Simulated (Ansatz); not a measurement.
A periodic model of amorphous Ge₁₆Na₁₂O₃₈:

```
CELL_PARAMETERS angstrom
      9.89379     0.31966    -0.26971
      0.31966    10.01487    -0.21503
     -0.26971    -0.21503     9.79797
ATOMIC_POSITIONS crystal
  Ge 0.49068 0.85129 0.02894
  Ge 0.79702 0.95160 0.99355
  Ge 0.91979 0.87940 0.44398
  Ge 0.56903 0.32755 0.20913
  Ge 0.11368 0.11042 0.42362
  Ge 0.36198 0.45771 0.75462
  Ge 0.55819 0.54997 0.98337
  Ge 0.32962 0.19129 0.59254
  Ge 0.03701 0.62174 0.26714
  Ge 0.55503 0.45118 0.52396
  Ge 0.82152 0.11374 0.27415
  Ge 0.03942 0.30652 0.18330
  Ge 0.29255 0.66012 0.52002
  Ge 0.77990 0.49053 0.76031
  Ge 0.93922 0.64875 0.99423
  Ge 0.33671 0.92773 0.75100
  Na 0.14658 0.92137 0.14294
  Na 0.59521 0.20823 0.77533
  Na 0.07116 0.34438 0.78636
  Na 0.89158 0.11317 0.67382
  Na 0.05981 0.81419 0.75269
  Na 0.70302 0.72908 0.26112
  Na 0.27593 0.17208 0.99531
  Na 0.68795 0.85268 0.71134
  Na 0.82957 0.25384 0.98062
  Na 0.29592 0.52457 0.15154
  Na 0.86615 0.40857 0.42291
  Na 0.42408 0.10146 0.27991
  O  0.64369 0.16112 0.23174
  O  0.27300 0.81392 0.61573
  O  0.90395 0.81237 0.92884
  O  0.24058 0.54464 0.64438
  O  0.07673 0.93450 0.39057
  O  0.68715 0.60191 0.88141
  O  0.62905 0.42490 0.35670
  O  0.43169 0.06018 0.69202
  O  0.06823 0.44767 0.30097
  O  0.53471 0.44435 0.71352
  O  0.39899 0.31460 0.17306
  O  0.92067 0.15776 0.43304
  O  0.09937 0.67190 0.10001
  O  0.77883 0.94919 0.34247
  O  0.74849 0.05117 0.85853
  O  0.29953 0.07145 0.45070
  O  0.38399 0.53323 0.92130
  O  0.13711 0.16667 0.25196
  O  0.51216 0.68282 0.10260
  O  0.88833 0.88997 0.61502
  O  0.72939 0.52115 0.58553
  O  0.92612 0.70276 0.38832
  O  0.20737 0.66017 0.35735
  O  0.86490 0.28276 0.20857
  O  0.13860 0.21775 0.58075
  O  0.47490 0.83342 0.84406
  O  0.45144 0.29494 0.50995
  O  0.90171 0.03082 0.12152
  O  0.19759 0.98154 0.83986
  O  0.46366 0.61024 0.48946
  O  0.07607 0.32028 0.01545
  O  0.37252 0.95498 0.10585
  O  0.94491 0.55801 0.82991
  O  0.31445 0.29365 0.76866
  O  0.81372 0.31964 0.76850
  O  0.66409 0.88109 0.07392
  O  0.86763 0.59731 0.14155
  O  0.63048 0.40072 0.05585
```

Methods: PBE, scalar-relativistic without spin-orbit coupling (Ansatz, a quantum-chemistry and plane-wave program); r2SCAN, scalar-relativistic without spin-orbit coupling (Ansatz); HSE06, scalar-relativistic without spin-orbit coupling (Ansatz). Neutral PBE cell, which sets geometry, pressure and energy: sampling: a 2×2×2 Γ-centred mesh; Fermi-Dirac width 0.02 eV; no spin polarisation. Exact exchange is cut at the faces of this 10 Å cell, which leaves hybrid gaps a finite-size error.

A CHGNet melt-quench gave the starting glass, which DFT then relaxed. O atoms were pushed apart under 1.9 Å during the dynamics, to hinder bonds among them. The hot cell started wider than the set density and was brought back towards it in steps. It is the lowest in DFT energy of 2 quenches. It is a model cell: composition and starting density were chosen by hand, and all elements were melted together. No dispersion term was used. Its density started from a set value of 3.67 and ended at 3.51 g/cm³. The quench (nominally 260 K/ps over its main leg) was far faster than any real one, so the model tends to hold more defects than a real film. One small periodic cell is one sample of the glass; other quenches scatter about these values. Volume and shape were free in the relaxation.

**Question.** Give the pressure and the spacing of the highest filled and lowest empty levels.

**Answer.** 
```yaml
Pressure on a 2×2×2 Γ-centred mesh: 0.02 GPa
Largest force and stress component on that mesh (the relaxation ran on the zone centre alone): 0.03 eV/Å and 0.1 GPa
Level gap on a 2×2×2 Γ-centred mesh (PBE): 2.10 eV
Level gap at the zone centre (PBE): 2.13 eV
Level gap at the zone centre (r2SCAN): 2.65 eV
Level gap at the zone centre (HSE06): 3.76 eV
Distance between the nearest levels spread over more than a fifth of the atoms or a third of the atoms of their main element (six at least) (PBE, zone centre): 2.73 eV
```

**Question.** At PBE and the zone centre, how localised are the states just below and above the Fermi level (participation number: the atoms over which a state spreads)?

**Answer.** The highest filled state is spread over 6.6 atoms' worth, largest on O57, with weights by element (charge in smoothed Voronoi cells) O 0.95, Ge 0.03, Na 0.02. The lowest empty state is spread over 52.4 atoms' worth, largest on Ge10, with weights by element (charge in smoothed Voronoi cells) O 0.58, Ge 0.30, Na 0.12.

At PBE the levels at the filled edge of the gap are localised (band-tail or defect states), and the nearest spread-out levels lie 2.7 eV apart at the zone centre.

Cut-offs for bonds: Ge-Ge 2.81 Å, Ge-Na 3.15 Å, Ge-O 2.18 Å, Na-Na 3.65 Å, Na-O 2.74 Å, O-O 1.58 Å. Two cations that share two anions don't count as bonded, nor two that share one unless they lie closer than Ge-Ge 2.57 Å, Ge-Na 3.06 Å, Na-Na 3.55 Å.
